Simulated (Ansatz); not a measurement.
# PtS2: pressure series

Base system: PtS2 in the CdI2 type structure (space group P-3m1, No. 164; a = 3.5836 Å, c = 4.6568 Å; layered, stacked along the Cartesian z axis).

Cell and atoms are relaxed at each pressure.

All numbers come from PBE-D3(BJ) (Ansatz, an electronic-structure program), no spin-orbit coupling.

Computed cases, in order: pressure −1 GPa; 0 GPa (base); pressure 0.3 GPa; pressure 0.7 GPa; pressure 1.5 GPa; pressure 3 GPa; pressure 5 GPa; pressure 7.5 GPa; pressure 10 GPa.

**Question.** Between which two neighbouring cases does the band gap open or close?

**Answer.** Between pressure −1 GPa (0.25 eV) and 0 GPa (base) (zero). The whole series: pressure −1 GPa: 0.25 eV; 0 GPa (base): zero; pressure 0.3 GPa: zero; pressure 0.7 GPa: zero; pressure 1.5 GPa: zero; pressure 3 GPa: zero; pressure 5 GPa: zero; pressure 7.5 GPa: zero; pressure 10 GPa: zero.

Spin-orbit coupling, missing from the scalar runs, can matter with Pt. Load acts through the strain it causes; cell and atoms are relaxed under it. No phonon test of stability was made. Competing high-pressure phases were not computed. All final runs are without spin polarisation. A zero or small gap of PtS2 can be the functional's error rather than a property of the material.
